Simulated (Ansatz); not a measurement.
HfO₂ (Pnma, No. 62, 12 atoms in the cell; start mp-741; a measured phase of this formula has another space group), treated with r²SCAN in Ansatz (plane waves, PAW).

Run with plane-wave cutoff 560 eV, 6×10×6 k mesh (along the axes of the cell as run), Fermi–Dirac smearing 0.01 eV, scalar-relativistic PAW data made under PBE.

Cell (relaxed with PBEsol):

Space group Pnma (No. 62); a = 5.5265 Å, b = 3.2938 Å, c = 6.4533 Å, α = 90.00°, β = 90.00°, γ = 90.00°

```csv
atom,site,symmetry,x,y,z
Hf,4c,.m.,0.2531,0.2500,0.3887
O,4c,.m.,0.0235,0.2500,0.6605
O,4c,.m.,0.1403,0.2500,0.0746
```

Problem. Estimate the band gap that the calculation returns.

Solution. 
- band gap = 3.93 eV

Note: cell and atoms aren't relaxed at this level (largest force component 0.05 eV/Å, pressure 2.8 GPa).

Spin–orbit coupling is not included.

The computed numbers hold no vibrational or temperature effects.

It cost around 2.7 core-minutes (rough) of CPU time.

A start named mp-… is a Materials Project structure, which need not be a measured phase.

Ansatz is a first-principles code.
